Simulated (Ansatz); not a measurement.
The parent structure is CaO in the rock salt structure (space group Fm-3m, No. 225; a = 4.767 Å). Axes: x, y, z lie along the cube axes.

It is then changed as follows: the symmetric strain tensor [-0.0071 0.0075 0.0153; 0.0075 -0.0173 0.0090; 0.0153 0.0090 -0.0043]; the atoms relax in the strained cell.

Levels (all Ansatz, a quantum-chemistry and plane-wave program, PAW): PBEsol (420 eV, no SOC); HSE06 (420 eV, spin-orbit coupling left out).

The geometry is relaxed with PBEsol.

- PBEsol band gap: 3.45 eV

Task: What does HSE06 give at this geometry for the band gap?

Result: The band gap grows by 1.77 eV to 5.22 eV.

Single points use the geometry relaxed with PBEsol. The hybrid gap comes from the SCF mesh plus the semilocal run's edge points and a few special points and is an upper bound. Stability against distortions was not tested. The base started in Cmce and relaxed to Fm-3m at this level.
